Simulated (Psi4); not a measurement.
Psi4 1.11, unrestricted BP86/def2-tzvp: Ge(H)2 triplet ([GeH2]), charge 0, multiplicity 3, 3 atoms. The geometry is a generated start, not checked to be a minimum at this level.

- task: energy
- method: bp86
- basis: def2-tzvp
- memory: 3 GB
- maxiter: 100
- keys of the molecule block: symmetry c1
- scf_type: df (default)
- e_convergence: 1e-06 (default)
- d_convergence: 1e-06 (default)
- dft_radial_points: 75 (default)
- dft_spherical_points: 302 (default)
- basis functions: 60
- grid points: 65026

```xyz
3

Ge     0.0733    -0.0032     0.7773
H     -0.0442    -1.0982    -0.3912
H     -0.0291     1.1014    -0.3862
```

Charge 0 and multiplicity 3 are set for this test and not shown to be the ground state.

With the defaults (damping_percentage = 0, diis = true, scf_initial_accelerator = adiis, guess = auto, which took SAD, diis_max_vecs = 10, diis_start = 1) it converges in 10 SCF iterations. One run each on 2 threads, with these changes:
- diis_max_vecs = 3
- guess = sapgau
- damping_percentage = 60
- guess = sap
- damping_percentage = 60, diis = false, scf_initial_accelerator = none
- guess = huckel
- diis_start = 4
- guess = core
- scf_initial_accelerator = ediis

**Question.** Name the settings that don't reach the solution of the defaults.

**Answer.** No convergence: damping_percentage = 60; damping_percentage = 60, diis = false, scf_initial_accelerator = none (the run ends without SCF convergence in 100 iterations). The rest reach the solution of the defaults.

```csv
setting,SCF iterations,end
guess = sapgau,8,same solution
guess = sap,9,same solution
the defaults,10,same solution
guess = huckel,10,same solution
scf_initial_accelerator = ediis,10,same solution
guess = core,10,same solution
diis_max_vecs = 3,13,same solution
diis_start = 4,14,same solution
damping_percentage = 60,100,no convergence
"damping_percentage = 60, diis = false, scf_initial_accelerator = none",100,no convergence
```
